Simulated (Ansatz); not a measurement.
**A computed series for GaN: response to strain**

Consider GaN in the zinc blende structure (space group F-43m, No. 216).

```yaml
crystal:
  lattice:
    - [0.00000, 2.24908, 2.24908]
    - [2.24908, 0.00000, 2.24908]
    - [2.24908, 2.24908, 0.00000]
  atoms:
    - { symbol: N, position: [0.75000, 0.75000, 0.75000] }
    - { symbol: Ga, position: [0.00000, 0.00000, 0.00000] }
```

Cartesian axes are those of the cell as printed.

Strains are applied to the cell and any free atomic positions relax; under biaxial strain the out-of-plane vector relaxes too; under stress the whole cell relaxes.

All numbers come from plane-wave PAW DFT at the r2SCAN level (Ansatz, a first-principles code, 500 eV), spin-orbit coupling left out, earlier PAW set.

Notes on the quantities. energy relative to the base: free energy F.

| change | energy relative to the base | band gap | shortest interatomic distance | space group |
|---|---|---|---|---|
| base | 0 meV/atom | 2.17 eV | 1.948 Å | F-43m (No. 216) |
| biaxial strain −0.44 %, plane normal [110], relaxed out of plane | +0.6 meV/atom | 2.19 eV | 1.942 Å | Imm2 (No. 44) |
| biaxial strain −1.01 %, plane normal [111], relaxed out of plane | +3.4 meV/atom | 2.24 eV | 1.935 Å | R3m (No. 160) |
| isotropic strain −2.90 % | +58 meV/atom | 2.76 eV | 1.891 Å | F-43m (No. 216) |
| isotropic strain −2.10 % | +30 meV/atom | 2.60 eV | 1.907 Å | F-43m (No. 216) |
| uniaxial strain ε_xx = −5.93 % | +36 meV/atom | 2.40 eV | 1.910 Å | I-4m2 (No. 119) |
| uniaxial strain ε_yy = −2.52 % | +6.5 meV/atom | 2.26 eV | 1.932 Å | I-4m2 (No. 119) |
| uniaxial strain ε_zz = −1.02 % | +1.1 meV/atom | 2.21 eV | 1.941 Å | I-4m2 (No. 119) |
| uniaxial stress, 1 GPa tension along z | +0.2 meV/atom | 2.15 eV | 1.949 Å | I-4m2 (No. 119) |
| uniaxial stress, 0.5 GPa tension along x | 0.0 meV/atom | 2.16 eV | 1.948 Å | I-4m2 (No. 119) |

Beyond what the load breaks, stability against distortions was not tested. This is not the structure that GaN has at room temperature and ambient pressure.
